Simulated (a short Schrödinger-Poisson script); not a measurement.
Structure: gated In0.52Al0.48As/In0.53Ga0.47As δ-doped gas in a quantum well, at 20 K.

| layer | material | thickness (nm) | Na (cm⁻³) |
|---|---|---|---|
| 1 | In0.52Al0.48As | 8 | - |
| 2 | In0.52Al0.48As | 3 | - |
| 3 | In0.53Ga0.47As | 10 | - |
| 4 | In0.52Al0.48As | 4000 | 3e15 |

The device is made up for the run: typed textbook-type constants, with dimensions and the other settings drawn at random. In0.52Al0.48As: permittivity 12.5, conduction-band edge (eV) 0.52, gap (eV) 1.45, electron mass (mₑ) 0.075, Nv at 300 K (cm⁻³) 1.1e19. In0.53Ga0.47As: permittivity 13.9, conduction-band edge (eV) 0, gap (eV) 0.74, Nv at 300 K (cm⁻³) 7.7e18.

Channel valleys (confinement mass, in-plane density-of-states mass, number): Γ 0.041, 0.041, 1. At the gate the conduction-band edge of layer 1 lies 0.65 eV − eVg above the Fermi level of the channel; the field vanishes at the back. Sheet of ionised δ-doping: +1.6e12 e/cm² at 8 nm from the gate. The barrier under the gate holds no holes. Gaps are held at their typed values at every temperature. Mesh 0.08 nm at interfaces.

Solved with a short Schrödinger-Poisson script written for these runs: 1D Poisson equation in equilibrium, electrons quantum, Hartree (BenDaniel-Duke, 40 states a valley, the channel's in-plane mass for all, wave functions free to enter the barrier), parabolic valleys, classical holes, full ionisation, no traps, pinning or gate leakage.

The same stack at other levels of the model or other numerical settings:

```
run                                                                  sheet density of all electrons at Vg = 0.4 V (cm⁻²)  capacitance at Vg = 0.4 V (μF/cm²)  centroid of the channel electrons at Vg = 0.4 V (nm)  gate voltage at 1e11 electrons/cm² (V)  rough cost against the base
-------------------------------------------------------------------  ---------------------------------------------------  ----------------------------------  ----------------------------------------------------  --------------------------------------  ---------------------------
base                                                                                                             1.41e12                               0.641                                                  4.25                                    0.07                      about 1
electrons treated as classical, Boltzmann                                                                        2.53e12                               0.994                                                  0.26                                    0.00                         0.02
electrons treated as classical, Fermi-Dirac                                                                      1.50e12                               0.652                                                  3.94                                    0.03                          0.1
electrons treated as quantum, Hartree plus LDA exchange-correlation                                              1.46e12                               0.650                                                  4.21                                    0.07                      about 1
mesh six times as coarse                                                                                         1.40e12                               0.641                                                  4.23                                    0.08                          0.2
one subband a valley                                                                                             1.41e12                               0.641                                                  4.25                                    0.07                          0.3
```

The classical rows ignore confinement, and Boltzmann statistics overrate the density once the band edge passes the Fermi level.
